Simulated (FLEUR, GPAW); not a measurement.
A FLEUR input for a self-consistent single point of Yb (Fm-3m, 1 atom in the cell) (DFT, PBE, all-electron FLAPW (FLEUR), scalar-relativistic valence):

Input of the input generator:

```
scf Yb
&input film=f /
0.0000000000 5.1745387813 5.1745387813
5.1745387813 0.0000000000 5.1745387813
5.1745387813 5.1745387813 0.0000000000
1.0
1.0 1.0 1.0

1
70 0.0000000000 0.0000000000 0.0000000000

&comp jspins=1 /
&kpt div1=8 div2=8 div3=8 gamma=t /
&end /
```

```xml
<?xml version="1.0" encoding="UTF-8" standalone="no"?>
<fleurInput fleurInputVersion="0.39">
   <comment>
      scf Yb                                                                                              
   </comment>
   <calculationSetup>
      <cutoffs Kmax="3.8" Gmax="15.2" GmaxXC="15.2" numbands="0"/>
      <scfLoop itmax="100" minDistance="0.00001" maxIterBroyd="25" imix="Anderson" alpha="0.05" precondParam="0.0" spinf="2.0"/>
      <coreElectrons ctail="T" frcor="F" kcrel="0" coretail_lmax="0"/>
      <xcFunctional name="pbe" relativisticCorrections="F"/>
      <magnetism jspins="1"/>
      <soc l_soc="F" theta="0.0" phi="0.0" spav="F"/>
      <expertModes spex="0" secvar="F"/>
      <geometryOptimization l_f="T" forcealpha="1.0" forcemix="BFGS" epsdisp="0.00001" epsforce="0.00001"/>
      <ldaU l_linMix="F" mixParam="0.05" spinf="1.0"/>
   </calculationSetup>
   <cell>
      <bzIntegration valenceElectrons="24.0" mode="hist" fermiSmearingEnergy="0.00367493">
         <kPointListSelection listName="default-1"/>
         <!-- k-points included here -->
         <xi:include xmlns:xi="http://www.w3.org/2001/XInclude" href="kpts.xml"> </xi:include>
      </bzIntegration>
      <!-- symmetry operations included here -->
      <xi:include xmlns:xi="http://www.w3.org/2001/XInclude" href="sym.xml"> </xi:include>
      <bulkLattice scale="1.0">
         <bravaisMatrix>
            <row-1>    0.0000000000000000     5.1745387812999999     5.1745387812999999</row-1>
            <row-2>    5.1745387812999999     0.0000000000000000     5.1745387812999999</row-2>
            <row-3>    5.1745387812999999     5.1745387812999999     0.0000000000000000</row-3>
         </bravaisMatrix>
      </bulkLattice>
   </cell>
   <atomSpecies>
      <species name="Ytterbium (Yb)" element="Yb" atomicNumber="70">
         <mtSphere radius="2.68" gridPoints="925" logIncrement="0.014"/>
         <atomicCutoffs lmax="10" lnonsphr="8"/>
         <electronConfig flipSpins="F">
            <coreConfig>(1s1/2) (2s1/2) (2p1/2) (2p3/2) (3s1/2) (3p1/2) (3p3/2) (4s1/2) (3d3/2) (3d5/2) (4p1/2) (4p3/2) (4d3/2) (4d5/2)</coreConfig>
            <valenceConfig>(5s1/2) (5p1/2) (5p3/2) (6s1/2) (4f5/2) (4f7/2)</valenceConfig>
         </electronConfig>
         <energyParameters s="6" p="6" d="5" f="4"/>
         <lo type="SCLO" l="0" n="5" eDeriv="0"/>
         <lo type="SCLO" l="1" n="5" eDeriv="0"/>
      </species>
   </atomSpecies>
   <atomGroups>
      <atomGroup species="Ytterbium (Yb)">
         <relPos label="                   1">.0000000000 .0000000000 .0000000000</relPos>
         <force calculate="T" relaxXYZ="TTT"/>
      </atomGroup>
   </atomGroups>
   <output dos="F" band="F" slice="F">
      <checks vchk="F" cdinf="F"/>
      <bandDOS minEnergy="-.5*Htr" maxEnergy="0.5*Htr" sigma="0.015" storeEVData="T"/>
      <vacuumDOS vacdos="F" integ="F" star="F" nstars="0" locx1="0.0" locy1="0.0" locx2="0.0" locy2="0.0" nstm="0" tworkf="0.0"/>
      <unfoldingBand unfoldBand="F" supercellX="1" supercellY="1" supercellZ="1"/>
      <plotting iplot="0" polar="F">
         <plot TwoD="T" vec1="  1.0  0.0  0.0" vec2="  0.0  1.0  0.0" vec3="  0.0  0.0  1.0" zero="  0.0  0.0  0.0" file="plot"/>
      </plotting>
      <chargeDensitySlicing numkpt="0" minEigenval="0.0" maxEigenval="0.0" nnne="0" pallst="F"/>
      <specialOutput eonly="F"/>
      <magneticCircularDichroism mcd="F" energyLo="-10.0" energyUp="0.0"/>
   </output>
  <!-- We include the file relax.xml here to enable relaxations (see documentation) -->
  <xi:include xmlns:xi="http://www.w3.org/2001/XInclude" href="relax.xml"> <xi:fallback/> </xi:include>
</fleurInput>
```

### Question
Write the same calculation as an input for GPAW.

### Answer
This is the input that was run; spellings and numerical settings could be chosen otherwise.

```python
from ase import Atoms
from ase.units import GPa
from gpaw import GPAW, PW, FermiDirac

atoms = Atoms(['Yb'],
              cell=[[0.000000, 2.738248, 2.738248],
                    [2.738248, 0.000000, 2.738248],
                    [2.738248, 2.738248, 0.000000]],
              scaled_positions=[[0.000000, 0.000000, 0.000000]],
              pbc=True)

calc = GPAW(mode=PW(800),
            xc='PBE',
            kpts={'size': (8, 8, 8), 'gamma': True},
            occupations=FermiDirac(0.1),
            nbands=-9,
            symmetry={'symmorphic': False, 'tolerance': 0.0005},
            maxiter=150)

atoms.calc = calc

energy = atoms.get_potential_energy()
print('Energy (eV):', round(energy, 6))
forces = atoms.get_forces()
print('Forces (eV/Ang):')
print(forces.round(5))
stress = atoms.get_stress()
print('Stress (GPa, Voigt):', (stress / GPa).round(4))
```

Basis, cutoffs, solver keys and any potentials are the target program's own. This input uses DFT PBE, plane waves, GPAW PAW datasets PBE (gpaw-data 1.0.1).

The starting cell comes from a database of computed structures (which also holds hypothetical and non-ambient phases and stackings), without a prior relaxation at this level. Its lattice was rescaled by a random factor within 2.5 % of one.
